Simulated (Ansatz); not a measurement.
## Pressure series in InAs

The reference is InAs in the zinc blende structure (space group F-43m, No. 216).

```yaml
crystal:
  lattice:
    - [0.00000, 3.09317, 3.09317]
    - [3.09317, 0.00000, 3.09317]
    - [3.09317, 3.09317, 0.00000]
  atoms:
    - { symbol: In, position: [0.00000, 0.00000, 0.00000] }
    - { symbol: As, position: [0.25000, 0.25000, 0.25000] }
```

Cell and atoms are relaxed at each pressure.

The values are results of Kohn–Sham DFT with the PBE functional, run in Ansatz (a first-principles code) with PAW and 420 eV plane waves, no spin-orbit coupling, not measurements.

Notes on the quantities. enthalpy: H = E + PV relative to the base's energy.

```json
[
 {"change": "base", "enthalpy": "–", "lattice parameter a": "6.186 Å"},
 {"change": "pressure −2 GPa", "enthalpy": "-0.38 eV/atom", "lattice parameter a": "…"},
 {"change": "pressure −1 GPa", "enthalpy": "-0.19 eV/atom", "lattice parameter a": "6.232 Å"},
 {"change": "pressure 0.9 GPa", "enthalpy": "+0.16 eV/atom", "lattice parameter a": "…"},
 {"change": "pressure 2.1 GPa", "enthalpy": "+0.38 eV/atom", "lattice parameter a": "6.106 Å"},
 {"change": "pressure 4.5 GPa", "enthalpy": "+0.80 eV/atom", "lattice parameter a": "…"},
 {"change": "pressure 9 GPa", "enthalpy": "+1.55 eV/atom", "lattice parameter a": "5.915 Å"},
 {"change": "pressure 15 GPa", "enthalpy": "+2.48 eV/atom", "lattice parameter a": "…"},
 {"change": "pressure 22.5 GPa", "enthalpy": "+3.59 eV/atom", "lattice parameter a": "5.683 Å"},
 {"change": "pressure 30 GPa", "enthalpy": "+4.64 eV/atom", "lattice parameter a": "5.592 Å"}
]
```

**Question.** Complete the table.

**Answer.** 
- pressure −2 GPa, lattice parameter a: 6.283 Å
- pressure 0.9 GPa, lattice parameter a: 6.151 Å
- pressure 4.5 GPa, lattice parameter a: 6.030 Å
- pressure 15 GPa, lattice parameter a: 5.797 Å

A case with no gap was solved on a k-mesh chosen for an insulator, which is coarse for it. Load acts through the strain it causes; cell and atoms are relaxed under it. Stability against distortions was not tested. The final runs are not spin-polarised. Measured, InAs leaves this structure (for rock salt) near 7 GPa (temperature not stated; as listed in Datta, Sujoy, Jana, Debnarayan, arXiv (2020)).
